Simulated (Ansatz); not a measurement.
Take ZnCu in the CsCl type structure (space group Pm-3m, No. 221; a = 2.908 Å; relaxed with 0.1 eV smearing) as the base.

Level of theory: PBEsol (Ansatz, an electronic-structure program), no spin-orbit coupling.

Base values:

- Pressure = 0.0 GPa

It is then changed as follows: the cell is scaled by 0.9950 in all directions; the atoms relax in the strained cell.

Problem. What happens to the energy relative to the base?

Solution. The energy goes up by 1.2 meV/atom.

Problem. What happens to the pressure?

Solution. The pressure goes from zero to 2.1 GPa.

Whether these cells are dynamically stable was not tested. The final runs are not spin-polarised.
